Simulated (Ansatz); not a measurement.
**A computed series for BN: response to strain**

Consider BN in the zinc blende structure (space group F-43m, No. 216).

```xyz
2
Lattice="0.0000 1.7903 1.7903 1.7903 0.0000 1.7903 1.7903 1.7903 0.0000" Properties=species:S:1:pos:R:3 pbc="T T T"
B      0.0000     0.0000     0.0000
N      0.8951     0.8951     0.8951
```

Cartesian axes are those of the cell as printed.

Strains are applied to the cell and any free atomic positions relax; under biaxial strain the out-of-plane vector relaxes too.

Method: plane-wave PAW DFT at the LDA level (Ansatz, a first-principles code, 420 eV), no spin-orbit coupling.

Notes on the quantities. energy relative to the base: free energy F.

| biaxial strain, plane normal [001], relaxed out of plane (%) | energy relative to the base (meV/atom) |
|---|---|
| 0 | 0.0 |
| 0.5 | 0.8 |
| 1.5 | 7.2 |
| 2 | ? |
| 2.5 | 19.7 |
| 3 | 28.1 |

Question: Fit ΔE = Aε² + Bε³ (ε in %) to the rows shown and predict the withheld row.

Answer: Least squares on the printed values gives A = 3.29 and B = -0.054 meV/atom (largest residual 0.0 meV/atom); this predicts 12.7 meV/atom, and the run gives 12.8 meV/atom, in agreement.

Stability against distortions was not tested.
